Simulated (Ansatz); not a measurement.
Start from NiSi$_{2}$ (space group Fm-3m, No. 225; non-magnetic).

Space group Fm-3m (No. 225); a = 5.444 Å, b = 5.444 Å, c = 5.444 Å, α = 90.00°, β = 90.00°, γ = 90.00°

```json
[
 {"atom": "Ni", "site": "4a", "symmetry": "m-3m", "x": "0.0000", "y": "0.0000", "z": "0.0000"},
 {"atom": "Si", "site": "8c", "symmetry": "-43m", "x": "0.2500", "y": "0.2500", "z": "0.2500"}
]
```
(The calculation used a cell of 3 atoms; values per cell refer to that cell.)

Computed with Kohn–Sham DFT with the PBE functional, run in Ansatz (an electronic-structure program) with PAW and 420 eV plane waves, no SOC, earlier PAW set.

Base values:

* **Volume per atom**: 13.45 Å³

One thing is altered: a negative pressure, −2 GPa.

Q: How does this affect the volume per atom?

A: The volume per atom rises by 0.19 Å³ to 13.64 Å³.

Load acts through the strain it causes; cell and atoms are relaxed under it. No phonon test of stability was made. Starting moments died away, wholly or in part, for the base; another magnetic solution may exist. The final runs are not spin-polarised.
